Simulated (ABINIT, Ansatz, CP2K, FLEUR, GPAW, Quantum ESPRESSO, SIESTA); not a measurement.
One structure in several programs: P (Cmce, 4 atoms in the cell)

Self-consistent single point, at a second geometry (lattice scaled by 0.98). First geometry:

```
CELL_PARAMETERS angstrom
      1.64758    -5.46449     0.00000
      1.64758     5.46449     0.00000
      0.00000     0.00000     4.54319
ATOMIC_POSITIONS crystal
  P  0.40414 0.59586 0.91118
  P  0.59586 0.40414 0.08882
  P  0.09586 0.90414 0.41118
  P  0.90414 0.09586 0.58882
```

Shared settings, as Ansatz (an electronic-structure program) writes them: kpoints.mp_grid.grid = 8 8 6; scf.occupations.method = gaussian; scf.occupations.width = 0.136 eV. Potentials and cutoffs stand in the table.

```
code                                                                                                                                model  ΔF from the first geometry (meV/atom)  pressure (GPa)  largest force (eV/Å)           cutoff
----------------  -----------------------------------------------------------------------------------------------------------------------  -------------------------------------  --------------  --------------------  ---------------
Ansatz                                                                                                             PBE, default PAW files                                   34.4            7.38                 0.903          default
Quantum ESPRESSO                                                                                PBE, PSlibrary PAW (PBE) pseudopotentials                                   34.8            7.44                 0.912            40 Ry
ABINIT                                                           PBE, norm-conserving pseudopotentials (PseudoDojo nc-sr-05 PBE standard)                                   34.8            7.45                 0.916           599 eV
CP2K                                                              PBE, GPW, DZVP-MOLOPT-SR-GTH basis, GTH-PBE potentials (GTH_POTENTIALS)                                   36.5            7.70                 0.937      grid 400 Ry
GPAW                                                                                         PBE, GPAW PAW datasets PBE (gpaw-data 1.0.1)                                   37.0            7.78                 0.955           550 eV
SIESTA            GGA PBE, numerical atomic orbitals TZP, PseudoDojo PBE standard norm-conserving potentials (rewritten from UPF to PSML)                                   40.0            8.32                 1.219      grid 400 Ry
FLEUR                                                                        PBE, all-electron FLAPW (FLEUR), scalar-relativistic valence                                      –               –                 0.914  Kmax 4.1 1/bohr
```

A dash marks a value that a program does not give, or that is left out as unsure.

The spread over the programs that give each value: ΔF from the first geometry within 5.6 meV/atom; pressure within 0.94 GPa; largest force within 0.316 eV/Å.

CP2K and SIESTA use small atom-centred bases, whose incompleteness enters pressures, forces and empty levels differently from a plane-wave cutoff. FLEUR treats all electrons, but the usual bases taken here (sphere radii, linearisation, local orbitals, empty states) were not tested for convergence, so the values are no reference for the others. Ansatz's pressure is given at a fixed set of plane waves, as the other plane-wave codes print theirs. In the force vectors, SIESTA (by 0.308) lies more than 0.08 eV/Å from the median of the plane-wave programs.

The starting cell comes from a database of computed structures (which also holds hypothetical and non-ambient phases and stackings), without a prior relaxation at this level. Its lattice was rescaled by a random factor within 2.5 % of one. For this run, on top of that: lattice scaled by 0.98.

Left out of this page: Elk (not drawn, or without a comparable value).

Keys are those of Ansatz 0.2.
